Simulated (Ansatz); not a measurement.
For NiAs-type NiSb, PBEsol in Ansatz (PAW) gives:

```
Property              Result
-------------------  -------
lattice constant a   3.916 Å
lattice parameter c  5.070 Å
```

Q: What does HSE06 in Ansatz (plane waves, PAW) give for the same quantities?

A: 
- lattice constant a: 3.898 Å (decreases by 0.5 %)
- lattice parameter c: 5.127 Å (increases by 1.1 %)

For comparison: lattice constant a 3.946 Å (measured, temperature not stated, no zero-point or thermal correction; as tabulated in Wikipedia's data pages); lattice parameter c 5.148 Å (measured, temperature not stated, no zero-point or thermal correction; as tabulated in Wikipedia's data pages).

Changes are worked out from the printed values.

Unless a cell is named, each level is at its own relaxed cell (PBEsol 16.83, HSE06 16.86 Å³/atom).

The crystal itself was run without spin with PBEsol, HSE06; a magnetic state was not tried in these runs.

Caveats: exact exchange on metals is sensitive to the k mesh and can open a false gap (HSE06). Ansatz's density-functional and Hartree–Fock values are scalar-relativistic unless marked +SOC, with PAW data made under PBE.

Ansatz is a quantum-chemistry and plane-wave program.
